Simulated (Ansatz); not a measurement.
Consider SnSe in the GeS type structure (space group Pnma, No. 62; a = 11.536 Å, b = 4.121 Å, c = 4.578 Å; layered, stacked along the Cartesian x axis). Axes: x, y, z lie along a, b, c of the conventional cell.

Perturbation: the cell is stretched by 5.99 % along x with no lateral relaxation, atoms relaxed at fixed cell.

Levels (all Ansatz, a quantum-chemistry and plane-wave program, PAW): r2SCAN+rVV10 (500 eV, without spin-orbit coupling); HSE06 (420 eV, no spin-orbit coupling).

The geometry is relaxed with r2SCAN+rVV10.

| Property | Result |
|---|---|
| r2SCAN+rVV10 band gap | 0.77 eV |

With HSE06 at the same geometry, the band gap rises by 0.25 eV to 1.02 eV.

Single points use the geometry relaxed with r2SCAN+rVV10. The hybrid gap comes from the SCF mesh plus the semilocal run's edge points and a few special points and is an upper bound. The cells carry an imposed strain or load. Stability against distortions was not tested.
